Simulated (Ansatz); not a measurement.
System: Ta-vacancy pair (Ta on one host Al site, one Al site vacant) in fcc Al (neutral cell). The step: a nearby Al atom hops onto the vacant site (Ta-vacancy distance between ideal sites 2.86 → 4.04 Å); the atom moves 2.73 Å along (0.00, -0.48, 0.47) of the unit cell; the moving atom starts with neighbours Al at 2.79, Al at 2.80, 2 Al at 2.82, Al at 2.85, 3 Al at 2.87, 2 Al at 2.89, Al at 2.93 Å and ends with 2 Al at 2.79, 2 Al at 2.83, 2 Al at 2.86, 3 Al at 2.88, Al at 2.90; Ta at 2.84 Å. A PBE band in Ansatz (plane-wave PAW, a 3×3×3 k-point mesh shifted by half a step, 32 host sites, 18 SCF runs with any check of the saddle's order, static, no finite-size correction) gives a forward barrier of 0.37 eV. The saddle point's order was not checked, and it lies on a symmetry element of the cell, where a band can be held. Forms of the defect that were not tried may lie lower. The start lies 0.44 eV above the lowest site run (PBE).

Single points at the band's start and saddle point can refine it. Rough cost of one point, in units of the band's mean SCF on the same machine:

```tsv
Level	Cost of one point
PBE, a 5×5×5 k-point mesh shifted by half a step	about 5
r2SCAN at 500 eV, a 3×3×3 k-point mesh shifted by half a step	about 2
```

**Question.** Which of these move the barrier by more than 0.1 eV, and how far does each move it?

**Answer.** Not one does. PBE, a 5×5×5 k-point mesh shifted by half a step: -0.03 eV; r2SCAN at 500 eV, a 3×3×3 k-point mesh shifted by half a step: +0.07 eV. Each functional is compared with PBE at the same k-points.

Ansatz is an electronic-structure program.
